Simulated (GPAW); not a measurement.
Band structure of BiPO4 (P2_1/m, 12 atoms in the cell).

```
BiPO4
1.0
    4.70900     0.00000     0.00000
    0.00000     7.07300     0.00000
   -0.52945     0.00000     4.84214
Bi P O
2 2 8
Direct
  0.16750   0.75000   0.14343
  0.83250   0.25000   0.85657
  0.30420   0.25000   0.37360
  0.69580   0.75000   0.62640
  0.23000   0.25000   0.67800
  0.77000   0.75000   0.32200
  0.36800   0.75000   0.59900
  0.63200   0.25000   0.40100
  0.17400   0.42100   0.20800
  0.82600   0.92100   0.79200
  0.82600   0.57900   0.79200
  0.17400   0.07900   0.20800
```

Method: PBEsol, GPAW PAW datasets PBEsol (made by gpaw-setup) (plane waves; GPAW).

Settings: mode = pw; ecut = 950 eV; xc = PBEsol; kpts = 2 2 2; mesh shift (steps) = 0 0 0; occupations.name = marzari-vanderbilt; occupations.width = 0.1 eV; nbands = -8; convergence.bands = -6; symmetry.symmorphic = false; symmetry.tolerance = 0.0005; maxiter = 100; bandpath_npoints = 50.

The starting cell comes from a database of published, mostly measured structures (it also holds non-ambient and calculated ones), without a prior relaxation at this level. Spin-orbit coupling is off.

Question: Predict the gap along the standard path and the places of the band edges.

Answer: The gap along the path is 3.94 eV, from D to Y; the smallest direct gap on it is 4.23 eV.

Levels in eV from the top of the valence band on the SCF mesh, bands 41 to 48:
```json
[
 {"point": "Γ", "41": "-1.18", "42": "-1.15", "43": "-1.04", "44": "-0.72", "45": "4.94", "46": "5.45", "47": "6.10", "48": "6.26"},
 {"point": "Y", "41": "-0.64", "42": "-0.47", "43": "-0.41", "44": "-0.29", "45": "3.94", "46": "4.80", "47": "5.40", "48": "5.69"},
 {"point": "H", "41": "-0.81", "42": "-0.80", "43": "-0.50", "44": "-0.28", "45": "4.90", "46": "5.17", "47": "5.43", "48": "5.66"},
 {"point": "C", "41": "-0.80", "42": "-0.80", "43": "-0.49", "44": "-0.27", "45": "4.89", "46": "5.21", "47": "5.44", "48": "5.69"},
 {"point": "E", "41": "-0.49", "42": "-0.49", "43": "-0.44", "44": "-0.44", "45": "4.91", "46": "4.91", "47": "5.33", "48": "5.33"},
 {"point": "M1", "41": "-0.52", "42": "-0.52", "43": "-0.42", "44": "-0.42", "45": "4.89", "46": "4.89", "47": "5.34", "48": "5.34"},
 {"point": "A", "41": "-0.89", "42": "-0.89", "43": "-0.18", "44": "-0.18", "45": "4.34", "46": "4.34", "47": "5.23", "48": "5.23"},
 {"point": "X", "41": "-0.89", "42": "-0.57", "43": "-0.55", "44": "-0.49", "45": "4.05", "46": "4.65", "47": "5.63", "48": "6.05"},
 {"point": "D", "41": "-0.59", "42": "-0.59", "43": "0.00", "44": "0.00", "45": "4.47", "46": "4.47", "47": "5.22", "48": "5.22"}
]
```
